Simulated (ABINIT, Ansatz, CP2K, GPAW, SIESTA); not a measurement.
# Code comparison for CsPbCl₃ (Pm-3m, 5 atoms in the cell)

Band-structure calculation.

```xyz
5
Lattice="5.7110 0.0000 0.0000 0.0000 5.7110 0.0000 0.0000 0.0000 5.7110" Properties=species:S:1:pos:R:3 pbc="T T T"
Cs     0.0000     0.0000     0.0000
Pb     2.8555     2.8555     2.8555
Cl     2.8555     0.0000     2.8555
Cl     0.0000     2.8555     2.8555
Cl     2.8555     2.8555     0.0000
```

Shared settings, as Ansatz (an electronic-structure program) writes them: kpoints.mp_grid.grid = 5 5 5; scf.occupations.method = fermi_dirac; scf.occupations.width = 0.02 eV. Potentials and cutoffs stand in the table.

| code | model | gap along the path (eV) | smallest direct gap (eV) | cutoff |
|---|---|---|---|---|
| CP2K | PBE, GPW, DZVP-MOLOPT-PBE-GTH basis, GTH-PBE potentials (POTENTIAL_UZH) | 2.02 | 2.02 | grid 500 Ry |
| Ansatz | PBE, default PAW files | 2.16 | 2.16 | 420 eV |
| SIESTA | GGA PBE, numerical atomic orbitals DZP, PseudoDojo PBE standard norm-conserving potentials (rewritten from UPF to PSML) | 2.14 | 2.14 | grid 350 Ry |
| ABINIT | PBE, PAW (JTH v2.0 PBE PAW) | 2.17 | 2.17 | 52 Ry |
| GPAW | PBE, GPAW PAW datasets PBE (gpaw-data 1.0.1) | 2.11 | 2.11 | 600 eV |

On Ansatz's run: spin-orbit coupling is off.

The spread over the programs that give each value: gap along the path within 0.15 eV; smallest direct gap within 0.15 eV.

CP2K and SIESTA use small atom-centred bases, whose incompleteness enters pressures, forces and empty levels differently from a plane-wave cutoff.

The starting cell has typed, rounded lattice constants, without a prior relaxation at this level. Its lattice was rescaled by a random factor within 2.5 % of one.

Left out of this page: Quantum ESPRESSO, Elk and FLEUR (not drawn, or without a comparable value).

Keys are those of Ansatz 0.2.
